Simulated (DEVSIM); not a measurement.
Device: Si n+/n-/n+ resistor, at 300 K.

Layer 1 from the left is Si, thickness (μm) 0.420, Nd (cm⁻³) 1.1e17, τn (s) 1.3e-7, τp (s) 1.3e-7. Layer 2 from the left is Si, thickness (μm) 3.80, Nd (cm⁻³) 4e13, τn (s) 1.3e-7, τp (s) 1.3e-7. Layer 3 from the left is Si, thickness (μm) 0.130, Nd (cm⁻³) 1.9e18, τn (s) 1.3e-7, τp (s) 1.3e-7.

Left contact: ohmic. Right contact: ohmic. Voltage is applied to the left contact. Recombination: SRH at mid-gap, Auger. Mobility is μmin + (μ − μmin)/(1 + (N/Nref)^α).

The device is made up for the run: typed textbook-type constants, with dimensions and the other settings drawn at random. Values at 300 K.

Si: gap (eV) 1.124, affinity (eV) 4.05, permittivity 11.7, Nc (cm⁻³) 2.86e19, Nv (cm⁻³) 3.1e19, μn (cm²/Vs) 1417, μp (cm²/Vs) 470, μn,min 52, μp,min 45, Nref,n 9.7e16, Nref,p 2.2e17, αn 0.68, αp 0.72, Cn (cm⁶/s) 2.8e-31, Cp (cm⁶/s) 9.9e-32.

Model (solved in DEVSIM): 1D drift-diffusion, Boltzmann statistics, complete ionisation; no tunnelling, impact ionisation, image-force lowering or self-heating.

Question: What does the simulation give for the dark forward voltage at 100 A/cm²?

Answer: dark forward voltage at 100 A/cm² 1.182 V.
